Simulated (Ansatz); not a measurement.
## MnF2 in the CdI2 type structure (space group P-3m1, No. 164; ferromagnetic; a hypothetical phase, not in the database extracts checked; layered, stacked along the Cartesian z axis)

```xyz
3
Lattice="3.2802 0.0000 0.0000 -1.6401 2.8407 0.0000 0.0000 0.0000 4.1550" Properties=species:S:1:pos:R:3 pbc="T T T"
Mn     0.0000     0.0000     0.0000
F      0.0000     1.8938     0.9481
F      1.6401     0.9469     3.2069
```

Method: Ansatz (a first-principles code) PBEsol-D3(BJ), without spin-orbit coupling. k-mesh 12×12×8 (Γ-centred); smearing 0.05 eV (Fermi–Dirac).

- Volume per atom: 12.91 Å³
- Density: 3.99 g/cm³
- Band gap: 1.46 eV, indirect, A → Γ
- Electron mass: 0.60 mₑ along c, 0.51 mₑ across
- Magnetic state: ferromagnetic
- Total energy: -1823.610 eV/atom (σ→0; compares only within this code and set-up)

Masses are band curvatures over ±0.01 Å⁻¹ around the edge. No phonon test of stability was made. No Hubbard U is applied and the magnetic state is the run's own (MnF2 ferromagnetic); small cells can't hold the antiferromagnetic order that many such compounds have, so gaps and moments can be off. The D3 term's C6 switches between coordination references near this geometry, which can add small steps to energies.
